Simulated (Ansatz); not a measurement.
A self-consistent single point of Mg₂ZnP₂ (P3m1, 5 atoms in the cell) with Ansatz (a quantum-chemistry and plane-wave program).

Computed with PBEsol, PAW files made with PBE (plane waves; Ansatz).

The change in words: lattice scaled by 0.98. Reference geometry:
```
Mg2ZnP2
1.0
    4.10720     0.00000     0.00000
   -2.05360     3.55694     0.00000
    0.00000     0.00000     6.69570
Mg Zn P
2 1 2
Direct
  0.66667   0.33333   0.63415
  0.33333   0.66667   0.99427
  0.00000   0.00000   0.36142
  0.00000   0.00000   0.76671
  0.66667   0.33333   0.24345
```

Reference input (self-consistent single point, DFT, PBEsol, plane waves, PAW files made with PBE): kpoints.mp_grid.grid = 6 6 4; hamiltonian.xc = pbesol; hamiltonian.pseudopotentials = {kind: paw} (an earlier, softer set of the program's PAW files); scf.occupations.method = fixed. This run's input differs from it in these lines:

```diff
@@ -2,5 +2,5 @@
   lattice:
-    - [4.107196, 0.000000, 0.000000]
-    - [-2.053598, 3.556937, 0.000000]
-    - [0.000000, 0.000000, 6.695698]
+    - [4.025052, 0.000000, 0.000000]
+    - [-2.012526, 3.485798, 0.000000]
+    - [0.000000, 0.000000, 6.561784]
   atoms:
```

The program printed (abridged):

```
SCF iter   1: F=—  HF=-8588.258562 eV  |F-HF|=—  |Δ(HF+E_count)|=         —  Δρ=3.86e-2  dr2=2.17e0  ethr=3.10e-3  ⟨swp⟩=5.0  Hψ=2625  notcnv=0  defer=59
all-band conjugate gradients solve this SCF's bands
preconditioner: auto → Resta (q_TF=auto, 2.394 Å⁻¹)
SCF iter   2: F=—  HF=-8587.798099 eV  |F-HF|=—  |Δ(HF+E_count)|=   4.60e-1  Δρ=2.13e-2  dr2=4.97e-1  ethr=3.10e-3  ⟨swp⟩=2.2  Hψ=1150  notcnv=0  defer=63
   [... lines left out ...]
SCF iter   7: F=—  HF=-8587.663603 eV  |F-HF|=—  |Δ(HF+E_count)|=   1.65e-5  Δρ=1.81e-4  dr2=2.51e-5  ethr=2.79e-7  ⟨swp⟩=2.0  Hψ=979  notcnv=0  defer=72
SCF iter   8: F=—  HF=-8587.663594 eV  |F-HF|=—  |Δ(HF+E_count)|=   8.41e-6  Δρ=3.41e-5  dr2=8.94e-7  ethr=5.99e-8  ⟨swp⟩=2.0  Hψ=868  notcnv=0  defer=72
SCF iter   9: F=—  HF=-8587.663595 eV  |F-HF|=—  |Δ(HF+E_count)|=   2.08e-7  Δρ=1.32e-5  dr2=1.48e-7  ethr=2.13e-9  ⟨swp⟩=2.0  Hψ=1080  notcnv=0  defer=72
SCF iter  10: F=-8587.663595 eV  HF=-8587.663595 eV  |F-HF|=1.22e-9  |Δ(HF+E_count)|=   9.79e-9  Δρ=2.81e-6  dr2=6.68e-9  ethr=2.38e-10  ⟨swp⟩=13.6  Hψ=3862  notcnv=0
SCF 1 converged in 10 iterations: F = -8587.663595 eV  dr2 = 6.68e-9
Free energy (F): -8587.663595 eV
Internal energy: -8587.663595 eV  (E = F + TS)
E sigma→0 (E₀):  -8587.663595 eV
Fermi energy:    7.174223 eV
--- Forces (eV/Å), atoms counted from 1 ---
  atom   1  Mg     0.00000000    -0.00000000    -0.02790980
  atom   2  Mg     0.00000000     0.00000000    -0.01145196
  atom   3  Zn     0.00000000     0.00000000     0.00839216
  atom   4  P      0.00000000    -0.00000000     0.08504794
  atom   5  P      0.00000000    -0.00000000    -0.05408743
--- Stress (GPa, compression-positive) ---
       -1.281411       0.000000       0.000000
        0.000000      -1.281411       0.000000
        0.000000       0.000000      -1.385597
  P = ⅓ Tr σ = -1.3161 GPa (-13.161 kbar)
  The stress holds the Pulay correction. Without it, at fixed plane waves, as pw.x and ABINIT print it: P = -1.3443 GPa
```

The run converged in 10 iterations. Against the reference run the free energy drops by 23.5 meV/atom, the pressure goes from -5.02 to -1.32 GPa, the largest force goes from 0.149 to 0.085 eV/Å and the gap on the mesh goes from 0.975 to 1.068 eV.

The starting cell comes from a database of computed structures (which also holds hypothetical and non-ambient phases and stackings), without a prior relaxation at this level. Its lattice was rescaled by a random factor within 2.5 % of one. For this run, on top of that: lattice scaled by 0.98. Ansatz's pressure includes its estimate of the finite-basis (Pulay) stress.

Keys are those of Ansatz 0.2.
